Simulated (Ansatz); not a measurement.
Take PbS in the rock salt structure (space group Fm-3m, No. 225) as the base.

```
CELL_PARAMETERS angstrom
      0.00000     2.98736     2.98736
      2.98736     0.00000     2.98736
      2.98736     2.98736     0.00000
ATOMIC_POSITIONS crystal
  Pb 0.00000 0.00000 0.00000
  S  0.50000 0.50000 0.50000
```

Cartesian axes are those of the cell as printed.

Method: r2SCAN (Ansatz, an electronic-structure program; PAW; 500 eV plane waves; no spin-orbit coupling).

One thing is altered: the cell is compressed by 1.00 % along z with no lateral relaxation; the atoms relax in the strained cell.

Predict the stress tensor and what it implies for the stiffness.

Stress of the strained cell less that of the base (GPa, compression positive):
```
   0.18    0.00    0.00
   0.00    0.18    0.00
   0.00    0.00    1.47
```

Then −Δσ_ii/ε with ε = -0.0100 gives relaxed-ion elastic constants: C33 ≈ 147 GPa.

No phonon test of stability was made.
